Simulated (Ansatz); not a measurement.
**A constructed model of the (110) surface of bcc Nb, a pseudomorphic layer of Zn in the host's stacking (bottom of the slab: a bare face, its two planes held)**

The numbers are results of PBE (plane waves to 420 eV, PAW; Ansatz, an electronic-structure program), not measurements.

Model: 7-atom slab, 14.2 Å thick at the start, 14x14x1 mesh, Fermi-Dirac 0.1 eV, dipole correction, 2 atoms held, the rest relaxed; held to the start's symmetry, so lower structures may exist; no spin, no spin-orbit, no U. It is one candidate, not shown to be the stable structure of the face.

```
Quantity                                                      Result
-----------------------------  -------------------------------------
work function of the top face                                4.35 eV
energy released by relaxation                                0.10 eV
cost                           about 3 core-minutes (a rough figure)
```
